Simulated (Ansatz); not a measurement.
Electronic density of states of amorphous Ti$_{20}$O$_{41}$Li$_{2}$, density 3.56 g/cm³, on a 2×2×2 Γ-centred mesh with a Gaussian width of 0.1 eV; energies count from the Fermi level, whose place inside the gap is arbitrary. Cell and mesh are small, so fine structure isn't converged. Computed with PBE, scalar-relativistic without spin-orbit coupling (plane waves to 420 eV, PAW; Ansatz, an electronic-structure program). Sampling: a 2×2×2 Γ-centred mesh; Fermi-Dirac width 0.02 eV; no spin polarisation. At PBE the levels at the empty edge of the gap are localised (band-tail or defect states).

Preparation: random packing, a CHGNet melt and quench, and a DFT relaxation. O atoms were pushed apart under 1.9 Å during the dynamics, to hinder bonds among them. The hot cell started wider than the set density and was brought back towards it in steps. It is the lowest in DFT energy of 2 quenches. It is a model cell: composition and starting density were chosen by hand, and all elements were melted together. No dispersion term was used. Its density started from a set value of 3.56 and ended at 3.56 g/cm³. Cooling (nominally 300 K/ps over its main leg) ran many orders faster than in experiment, which tends to leave more defects and strain. A cell of this size samples the disorder only roughly. The volume was held where the preparation left it and the shape relaxed, at a PBE pressure of 3.2 GPa. Stress components on the final sampling reach 3.2 GPa. On a 2×2×2 Γ-centred mesh force components of up to 0.18 eV/Å stay, since the relaxation ran on the zone centre alone.

(E - EF (eV), states/(eV atom)): (-12.00, 0.00); (-11.90, 0.00); (-11.80, 0.00); (-11.70, 0.00); (-11.60, 0.00); (-11.50, 0.00); (-11.40, 0.00); (-11.30, 0.00); (-11.20, 0.00); (-11.10, 0.00); (-11.00, 0.00); (-10.90, 0.00); (-10.80, 0.00); (-10.70, 0.00); (-10.60, 0.00); (-10.50, 0.00); (-10.40, 0.00); (-10.30, 0.00); (-10.20, 0.00); (-10.10, 0.00); (-10.00, 0.00); (-9.90, 0.00); (-9.80, 0.00); (-9.70, 0.00); (-9.60, 0.00); (-9.50, 0.00); (-9.40, 0.00); (-9.30, 0.00); (-9.20, 0.00); (-9.10, 0.00); (-9.00, 0.00); (-8.90, 0.00); (-8.80, 0.00); (-8.70, 0.00); (-8.60, 0.00); (-8.50, 0.00); (-8.40, 0.00); (-8.30, 0.00); (-8.20, 0.00); (-8.10, 0.00); (-8.00, 0.00); (-7.90, 0.00); (-7.80, 0.00); (-7.70, 0.00); (-7.60, 0.00); (-7.50, 0.00); (-7.40, 0.00); (-7.30, 0.00); (-7.20, 0.00); (-7.10, 0.00); (-7.00, 0.00); (-6.90, 0.00); (-6.80, 0.00); (-6.70, 0.00); (-6.60, 0.00); (-6.50, 0.00); (-6.40, 0.00); (-6.30, 0.00); (-6.20, 0.01); (-6.10, 0.09); (-6.00, 0.18); (-5.90, 0.23); (-5.80, 0.39); (-5.70, 0.56); (-5.60, 0.68); (-5.50, 0.73); (-5.40, 0.80); (-5.30, 0.90); (-5.20, 1.00); (-5.10, 1.06); (-5.00, 1.06); (-4.90, 1.11); (-4.80, 1.09); (-4.70, 1.04); (-4.60, 1.04); (-4.50, 1.09); (-4.40, 1.04); (-4.30, 0.86); (-4.20, 0.84); (-4.10, 0.84); (-4.00, 0.79); (-3.90, 0.80); (-3.80, 0.83); (-3.70, 0.86); (-3.60, 0.81); (-3.50, 0.75); (-3.40, 0.72); (-3.30, 0.76); (-3.20, 0.81); (-3.10, 0.86); (-3.00, 0.88); (-2.90, 0.89); (-2.80, 0.91); (-2.70, 0.92); (-2.60, 0.96); (-2.50, 0.93); (-2.40, 0.87); (-2.30, 0.86); (-2.20, 0.92); (-2.10, 0.97); (-2.00, 0.98); (-1.90, 0.94); (-1.80, 0.85); (-1.70, 0.74); (-1.60, 0.66); (-1.50, 0.54); (-1.40, 0.40); (-1.30, 0.18); (-1.20, 0.02); (-1.10, 0.00); (-1.00, 0.00); (-0.90, 0.00); (-0.80, 0.00); (-0.70, 0.00); (-0.60, 0.00); (-0.50, 0.00); (-0.40, 0.00); (-0.30, 0.00); (-0.20, 0.00); (-0.10, 0.00); (0.00, 0.00); (0.10, 0.00); (0.20, 0.00); (0.30, 0.00); (0.40, 0.00); (0.50, 0.00); (0.60, 0.00); (0.70, 0.00); (0.80, 0.00); (0.90, 0.00); (1.00, 0.00); (1.10, 0.00); (1.20, 0.02); (1.30, 0.11); (1.40, 0.19); (1.50, 0.28); (1.60, 0.58); (1.70, 0.79); (1.80, 0.90); (1.90, 0.99); (2.00, 0.95); (2.10, 0.95); (2.20, 0.93); (2.30, 0.93); (2.40, 0.97); (2.50, 0.97); (2.60, 0.97)

The level gap on this mesh is 2.68 eV; the broadening fills part of it in the curve.
